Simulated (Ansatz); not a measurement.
A user runs Ansatz (a program for electronic structure) on HfO₂ (Fm-3m, 3 atoms in the cell) and asks whether the run is sound. The aim is a self-consistent single point with DFT, PBE, plane waves, PAW files.

Cell that was meant: a = 3.5867 Å, b = 3.5867 Å, c = 3.5867 Å, α = 60.00°, β = 60.00°, γ = 60.00°.

Part of the input:

Ansatz 0.2 input:
```yaml
scf:
  occupations:
    method: fixed
  max_iter: 40
  convergence:
    dr2_threshold: 1.0e-22 eV
output:
  forces: true
  eigenvalues: true
```

Output (repeated stretches shortened):

```
Pseudopotentials: kind: paw
Pseudopotential: Hf, paw, valence charge 26
Pseudopotential: O, paw, valence charge 6
   [... lines left out ...]
Symmetry: 48 space group operations
Space group: Fm-3m (ITA 225), of the structure as read, at distance tolerance 3.2e-5 Å
k-points: 16 of 216
Initial density: superposition of atomic densities (chi_scale 0.1, normalization cell, long waves kept (reshape's long-wave potential 0.00 eV rms))
Initial wavefunctions: pseudopotential atomic-orbital guess
Eigensolver: davidson
Functional: x = pbe(κ = 0.804, μ = 0.2195149727645171), c = pbe(β = 0.06672455060314922)
SCF iter   1: F=—  HF=-16862.745194 eV  |F-HF|=—  |Δ(HF+E_count)|=         —  Δρ=8.57e-2  dr2=1.76e0  ethr=3.10e-3  ⟨swp⟩=4.1  Hψ=1207  notcnv=0  defer=32
all-band conjugate gradients solve this SCF's bands
preconditioner: auto → none
SCF iter   2: F=—  HF=-16862.283246 eV  |F-HF|=—  |Δ(HF+E_count)|=   4.62e-1  Δρ=3.22e-2  dr2=2.56e-1  ethr=3.10e-3  ⟨swp⟩=2.0  Hψ=851  notcnv=0  defer=22
   [... lines left out ...]
SCF iter  16: F=—  HF=-16862.250699 eV  |F-HF|=—  |Δ(HF+E_count)|=  3.64e-12  Δρ=1.72e-12  dr2=5.52e-22  ethr=1.00e-12  ⟨swp⟩=3.6  Hψ=839  notcnv=0
SCF iter  17: F=—  HF=-16862.250699 eV  |F-HF|=—  |Δ(HF+E_count)|=  3.64e-12  Δρ=2.84e-12  dr2=1.51e-21  ethr=9.19e-19 (applied; sched 1.00e-12)  ⟨swp⟩=1.0  Hψ=368  notcnv=0  recentre
SCF iter  18: F=-16862.250699 eV  HF=-16862.250699 eV  |F-HF|=1.09e-11  |Δ(HF+E_count)|=  7.28e-12  Δρ=3.42e-13  dr2=1.40e-23  ethr=1.00e-12  ⟨swp⟩=1.1  Hψ=801  notcnv=0
SCF 1 converged in 18 iterations: F = -16862.250699 eV  dr2 = 1.40e-23
Free energy (F): -16862.250699 eV
Internal energy: -16862.250699 eV  (E = F + TS)
E sigma→0 (E₀):  -16862.250699 eV
Fermi energy:    14.799811 eV
--- Forces (eV/Å), atoms counted from 1 ---
  atom   1  Hf     0.00000000    -0.00000000     0.00000000
   [... zero for the other atoms too ...]
--- Stress (GPa, compression-positive) ---
        3.853671      -0.000000       0.000000
       -0.000000       3.853671       0.000000
       -0.000000       0.000000       3.853671
  P = ⅓ Tr σ = 3.8537 GPa (38.537 kbar)
  The stress holds the Pulay correction. Without it, at fixed plane waves, as pw.x and ABINIT print it: P = 3.2753 GPa
```

Task: Can these results be used? Check the input.

Result: The results can be used. The input holds a threshold far tighter than needed, beside a limit on iterations, which can do harm: each further decade of the residual costs iterations, and near the noise of double precision and of the grids the loop may never get there. Here it did none. The run converged in 18 iterations, and against the sound input the free energy hardly moves (within 1 meV/atom), the pressure stays at 3.85 GPa and the gap on the mesh stays at 3.784 eV. It cost iterations: the sound input took 8.

An input that runs soundly differs in these lines (not the only fix; some lines may just follow from the change or write a value another way):
```diff
-  max_iter: 40
-  convergence:
-    dr2_threshold: 1.0e-22 eV
```

With that input, the run converged in 8 iterations: free energy E − TS (on the zero of these files) -16862.2507 eV; top of the valence band (on the code's own zero) 14.80 eV; gap on the k-point mesh 3.78 eV; pressure 3.85 GPa (DFT, PBE, plane waves, PAW files).

On the sound input: the starting cell comes from a database of computed structures (which also holds hypothetical and non-ambient phases and stackings), without a prior relaxation at this level. Its lattice was rescaled by a random factor within 2.5 % of one. Spin-orbit coupling is off. With a pressure of about 4 GPa the cell is away from its equilibrium volume at this level. Ansatz's pressure includes its estimate of the finite-basis (Pulay) stress. Without the estimate this run gives 3.28 GPa.
